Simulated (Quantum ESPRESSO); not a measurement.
A self-consistent single point of Ca (Fm-3m, 1 atom in the cell) with Quantum ESPRESSO.

Computed with PBE, SSSP 1.1.2 precision (PBE) pseudopotentials (plane waves; Quantum ESPRESSO).

```xyz
1
Lattice="-2.8333 0.0000 2.8333 0.0000 2.8333 2.8333 -2.8333 2.8333 0.0000" Properties=species:S:1:pos:R:3 pbc="T T T"
Ca     0.0000     0.0000     0.0000
```

Reference input (self-consistent single point, DFT, PBE, plane waves, SSSP 1.1.2 precision (PBE) pseudopotentials): ecutwfc = 50 Ry; ecutrho = 400 Ry; occupations = smearing; smearing = gaussian; degauss = 0.019992 Ry; potentials = {Ca: Ca_pbe_v1.uspp.F.UPF}; K_POINTS = automatic 10 10 10 0 0 0; conv_thr = 1e-09 Ry; mixing_beta = 0.3. This run's input differs from it in these lines:

```diff
@@ -18,3 +18,3 @@
    smearing = 'gaussian'
-   degauss = 0.019992
+   degauss = 0.02205
 /
@@ -29,3 +29,3 @@
 K_POINTS automatic
-10 10 10  0 0 0
+11 11 11  0 0 0
```

Log, with long lists cut:

```
     Self-consistent Calculation

     iteration #  1     ecut=    50.00 Ry     beta= 0.30

---- Real-time Memory Report at c_bands before calling an iterative solver
           176 MiB given to the printing process from OS
            41 MiB allocation reported by mallinfo(arena+hblkhd)
------------------

     Threshold (ethr) on eigenvalues was too large:
     Diagonalizing with lowered threshold

---- Real-time Memory Report at c_bands before calling an iterative solver
           192 MiB given to the printing process from OS
            51 MiB allocation reported by mallinfo(arena+hblkhd)
------------------

   [... lines left out ...]

---- Real-time Memory Report at c_bands before calling an iterative solver
           202 MiB given to the printing process from OS
            60 MiB allocation reported by mallinfo(arena+hblkhd)
------------------

     total energy              =     -74.92625402 Ry
     estimated scf accuracy    <          6.8E-09 Ry

     iteration #  7     ecut=    50.00 Ry     beta= 0.30

---- Real-time Memory Report at c_bands before calling an iterative solver
           202 MiB given to the printing process from OS
            61 MiB allocation reported by mallinfo(arena+hblkhd)
------------------
     End of self-consistent calculation

     the Fermi energy is     4.4962 ev

!    total energy              =     -74.92625404 Ry
     estimated scf accuracy    <          4.6E-10 Ry
     smearing contrib. (-TS)   =      -0.00401893 Ry
     internal energy E=F+TS    =     -74.92223510 Ry

     convergence has been achieved in   7 iterations

     Forces acting on atoms (cartesian axes, Ry/au):

     atom    1 type  1   force =     0.00000000    0.00000000    0.00000000

     Total force =     0.000000     Total SCF correction =     0.000000

          total   stress  (Ry/bohr**3)                   (kbar)     P=      -11.52
  -0.00007830  -0.00000000  -0.00000000          -11.52       -0.00       -0.00
  -0.00000000  -0.00007830   0.00000000           -0.00      -11.52        0.00
  -0.00000000   0.00000000  -0.00007830           -0.00        0.00      -11.52

   JOB DONE.
```

The run converged in 7 iterations. Against the reference run the free energy goes down by 4.4 meV/atom and the pressure hardly changes (-1.16 to -1.15 GPa).

The starting cell comes from a database of computed structures (which also holds hypothetical and non-ambient phases and stackings), without a prior relaxation at this level. Its lattice was rescaled by a random factor within 2.5 % of one.
